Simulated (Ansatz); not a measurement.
## AlN: response to strain

Start from AlN in the wurtzite structure (space group P6_3mc, No. 186; a = 3.1303 Å, c = 5.0180 Å). Axes: x lies along a and z along c of the hexagonal cell.

Strains are applied to the cell and any free atomic positions relax; under biaxial strain the out-of-plane vector relaxes too.

Calculations: PBE in Ansatz (plane waves to 420 eV, PAW, scalar-relativistic without spin-orbit coupling).

Notes on the quantities. pressure: mean of the normal stresses, compression positive.

| case | pressure | ratio −ε⊥/ε∥ |
|---|---|---|
| base | 0.00 GPa | – |
| biaxial strain −2.49 %, plane normal [001], relaxed out of plane | 8.17 GPa | 0.53 |
| biaxial strain −2.28 %, plane normal [001], relaxed out of plane | 7.42 GPa | 0.53 |
| biaxial strain +4.19 %, plane normal [001], relaxed out of plane | -10.37 GPa | 0.63 |
| isotropic strain −2.01 % | 13.26 GPa | – |

No phonon test of stability was made.

Ansatz is a first-principles code.
